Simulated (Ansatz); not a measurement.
Take Al in the fcc (Cu type) structure (space group Fm-3m, No. 225; a = 4.0143 Å) as the base.

Computed with plane-wave PAW DFT at the PBEsol level (Ansatz, a quantum-chemistry and plane-wave program, 420 eV), no SOC.

For the base:

The volume per atom is 16.17 Å³.

One thing is altered: every Al is replaced by Ho, then cell and atoms are relaxed.

Q: Estimate the effect on the volume per atom.

A: The volume per atom grows by 15.04 Å³ (16.17 Å³ → 31.21 Å³).

The magnetic state is the one reached from the starting moments; the real material's order can differ, and small cells can't hold many antiferromagnetic ones. Open 4f shells without U are poorly described, and the f state was not checked. Whether these cells are dynamically stable was not tested. For Ho in this form, whether it has been made was not checked. This is not the structure that Ho has at room temperature and ambient pressure.
